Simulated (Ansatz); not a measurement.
Take C in the diamond structure (space group Fd-3m, No. 227) as the base.

```
C
1.0
    0.00000     1.77683     1.77683
    1.77683     0.00000     1.77683
    1.77683     1.77683     0.00000
C
2
Cartesian
  1.77683   1.77683   1.77683
  2.66525   2.66525   2.66525
```

Cartesian axes are those of the cell as printed.

The values are results of PBEsol in Ansatz (plane waves to 420 eV, PAW, scalar-relativistic without spin-orbit coupling), earlier PAW set, not measurements.

Base values:

```
Property    Value
--------  -------
Band gap  4.04 eV
```

It is then changed as follows: compressive biaxial strain of 1.20 % in the plane normal to [001], as in epitaxy on a mismatched substrate; the out-of-plane cell vector and the atoms relax.

Question: How does this affect the out-of-plane strain?

Answer: The out-of-plane strain amounts to +0.32 %.

Question: Predict the new band gap.

Answer: The band gap drops by 0.155 eV (4.04 eV → 3.88 eV).

Stability against distortions was not tested.

Ansatz is an electronic-structure program.
